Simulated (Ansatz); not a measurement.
**Effect of pressure −1 GPa on hypothetical Fm-3m WGe2**

Consider WGe₂ (space group Fm-3m, No. 225; a = 6.127 Å; a hypothetical phase, not in the database extracts checked).

Perturbation: hydrostatic tension (pressure −1 GPa).

Method: PBE (Ansatz, a program for electronic structure), spin-orbit coupling left out, earlier PAW set. Γ-centred 13×13×13 mesh, Fermi–Dirac width 0.05 eV.

The volume per atom grows by 0.17 Å³ (19.17 Å³ → 19.34 Å³) and the density drops by 0.08 g/cm³ to 9.42 g/cm³. The lattice parameter a increases by 0.018 Å (6.127 Å → 6.145 Å) and the shortest interatomic distance increases by 0.008 Å to 2.661 Å. The enthalpy H = E + PV relative to the base's energy amounts to -0.12 eV/atom and the band gap is still zero.

Load acts through the strain it causes; cell and atoms are relaxed under it. Whether these cells are dynamically stable was not tested. All final runs are without spin polarisation. WGe2 has a high density of states at the Fermi level and may be magnetic at this level.
